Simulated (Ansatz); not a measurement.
The parent structure is BaZrO$_{3}$ in the cubic perovskite structure (space group Pm-3m, No. 221; a = 4.181 Å).

Structures relaxed with Kohn–Sham DFT with the PBEsol functional, run in Ansatz (an electronic-structure program) with PAW and 420 eV plane waves, scalar-relativistic without spin-orbit coupling.

Base:

Simulated powder pattern, Cu Kα1, λ = 1.54056 Å (kinematic, ideal powder, no thermal factors, no anomalous dispersion; the 14 strongest lines at most, above 2 %, up to 2θ = 90°):

| 2θ (°) | I/Imax (%) | hkl |
|---|---|---|
| 30.21 | 100 | (110) |
| 37.22 | 6.9 | (111) |
| 43.25 | 32 | (200) |
| 53.66 | 40 | (211) |
| 62.82 | 20 | (220) |
| 71.27 | 17 | (310) |
| 79.32 | 6.5 | (222) |
| 87.16 | 22 | (321) |

The change: a hydrostatic pressure of 7.5 GPa.

Question: Where do the lines fall after the change?

Answer: 
Simulated powder pattern, Cu Kα1, λ = 1.54056 Å (kinematic, ideal powder, no thermal factors, no anomalous dispersion; the 14 strongest lines at most, above 2 %, up to 2θ = 90°):

```csv
2θ (°),d (Å),I/Imax (%),hkl
30.64,2.915,100,(110)
37.76,2.380,6.9,(111)
43.89,2.061,32,(200)
54.47,1.683,40,(211)
63.81,1.458,19,(220)
72.44,1.304,17,(310)
80.67,1.190,6.5,(222)
88.71,1.102,22,(321)
```

The indices refer to the base's conventional cell; one index is shown for lines that coincide.

Load acts through the strain it causes; cell and atoms are relaxed under it. No phonon test of stability was made. No other phases were tried under pressure.
